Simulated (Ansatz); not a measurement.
# Amorphous Si₄₈O₉₄

Preparation: random packing, a CHGNet melt and quench, and a DFT relaxation. O atoms were pushed apart under 1.9 Å during the dynamics, to hinder bonds among them. The hot cell started wider than the set density and was brought back towards it in steps. It is the lowest in DFT energy of 4 quenches. It is a model cell: composition and starting density were chosen by hand, and all elements were melted together. No dispersion term was used.

Methods: PBE, scalar-relativistic without spin-orbit coupling (Ansatz, an electronic-structure program); r2SCAN, scalar-relativistic without spin-orbit coupling (Ansatz). Geometry, pressure, stress and energy are those of the PBE run. Its sampling: a 2×2×2 Γ-centred mesh; Fermi-Dirac width 0.02 eV; no spin polarisation. Other functionals are single points at the zone centre (r2SCAN at 500 eV), free to take moments where seeds were set. The usual formal charges leave 4 electrons over, so the level spacing at the Fermi energy parts defect or band states and needn't be the band gap. At PBE the levels at the filled edge of the gap are localised (band-tail or defect states).

The number of atoms in the cell is 142 and the density (volume relaxed, without dispersion) is 2.24 g/cm³. The volume per atom is 14.92 Å³ and the pressure on a 2×2×2 Γ-centred mesh is 0.02 GPa. The largest force and stress component on that mesh (the relaxation ran on the zone centre alone) is 0.03 eV/Å and 0.0 GPa and the energy relative to alpha cristobalite + silicon (lowest mix at this level among the phases computed, not always the ambient ones) is 123 meV/atom. The level spacing at the Fermi energy on a 2×2×2 Γ-centred mesh (PBE) is 1.68 eV and the level spacing at the Fermi energy at the zone centre (PBE) is 1.68 eV. The level spacing at the Fermi energy at the zone centre (r2SCAN) is 1.98 eV.

Bonds are counted up to Si-Si 2.60 Å, Si-O 1.96 Å, O-O 1.58 Å. Two cations that share two anions don't count as bonded, nor two that share one unless they lie closer than Si-Si 2.38 Å.

The mean coordination of Si by anions is 3.94 (1 with 1, 47 with 4); 2 close contacts or bonds to cations besides and the mean coordination of O is 2.01 (93 with 2, 1 with 3). The mean Si-O bond is 1.642 Å (spread 0.033 Å, 189 counted) and the mean Si-Si bond is 2.452 Å (spread 0.000 Å, 1 counted).

Its density started from a set value of 2.23 g/cm³. The quench (nominally 290 K/ps over its main leg) was far faster than any real one, so the model tends to hold more defects than a real film. A cell of this size samples the disorder only roughly. Volume and shape were free in the relaxation.
